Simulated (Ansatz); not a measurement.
HgS (model structure, started from the beta GaS type, P6₃/mmc, No. 194, 8 atoms in the cell): properties by level of theory

```
level (code)         equilibrium lattice constant a (Å)  lattice parameter c (Å)
-------------------  ----------------------------------  -----------------------
PBE (Ansatz)                                      4.304                   17.026
PBEsol (Ansatz)                                   4.242                      [?]
PBE-D3(BJ) (Ansatz)                               4.292                      [?]
```

**Question.** What belongs in the gaps?

**Answer.** 
- PBEsol (Ansatz, a quantum-chemistry and plane-wave program), lattice parameter c (Å): 15.297
- PBE-D3(BJ) (Ansatz), lattice parameter c (Å): 13.974

Ansatz's density-functional and Hartree–Fock values are scalar-relativistic unless marked +SOC, with PAW data made under PBE.

Static lattice: no zero-point or thermal effects.

A model structure was made by putting elements into a prototype or built by hand; it is no filed structure, need not be a known phase, and can be a saddle point held by its symmetry.
